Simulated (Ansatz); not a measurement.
**A short convergence ladder for Ti3Al (P6_3/mmc, 8 atoms in the cell)**

```
CELL_PARAMETERS angstrom
      5.77644     0.00000     0.00000
     -2.88822     5.00254     0.00000
      0.00000     0.00000     4.65370
ATOMIC_POSITIONS crystal
  Ti 0.82990 0.65980 0.25000
  Ti 0.17010 0.34020 0.75000
  Ti 0.17010 0.82990 0.75000
  Ti 0.82990 0.17010 0.25000
  Ti 0.34020 0.17010 0.25000
  Ti 0.65980 0.82990 0.75000
  Al 0.33333 0.66667 0.25000
  Al 0.66667 0.33333 0.75000
```

Base method: LDA (PW92), default PAW files made with PBE (plane waves; Ansatz, an electronic-structure program).

Base settings: basis.ecutwfc = 30.9 Ry; kpoints.mp_grid.grid = 7 7 7; hamiltonian.xc = lda; hamiltonian.pseudopotentials = {kind: paw} (the program's default PAW files); scf.occupations.method = fermi_dirac; scf.occupations.width = 0.0073 Ry.

**Zone-centre phonons against the cutoff**

In this ladder: phonons.method = dfpt.

The mesh stays at the base's, so the ladder's end is converged at best in this setting alone.

Frequencies are those of the unrelaxed cell, without the LO-TO term of polar crystals.

Only quantities that move along the ladder and can be compared are tabulated.

```csv
basis.ecutwfc,highest zone-centre frequency (cm⁻¹),lowest optical frequency (cm⁻¹)
15.4 Ry,313.1,133.7
18.4 Ry,305.9,127.5
21.7 Ry,290.7,131.8
30.9 Ry,286.5,130.8
46.3 Ry,286.5,130.8
```

Coarsest basis.ecutwfc that holds the highest zone-centre frequency within 5 cm⁻¹ of the last step, with all finer ones: 21.7 Ry; the step before is off by 19 cm⁻¹.

Coarsest basis.ecutwfc that holds the lowest optical frequency within 2 cm⁻¹ of the last step, with all finer ones: 21.7 Ry; the step before is off by 3.3 cm⁻¹.

On the base run: the starting cell comes from a database of computed structures (which also holds hypothetical and non-ambient phases and stackings), without a prior relaxation at this level. Its lattice was rescaled by up to half a per cent. Spin polarisation is off. In the base run, with a pressure of about -8 GPa the cell is away from its equilibrium volume at this level.

Keys are those of Ansatz 0.2.
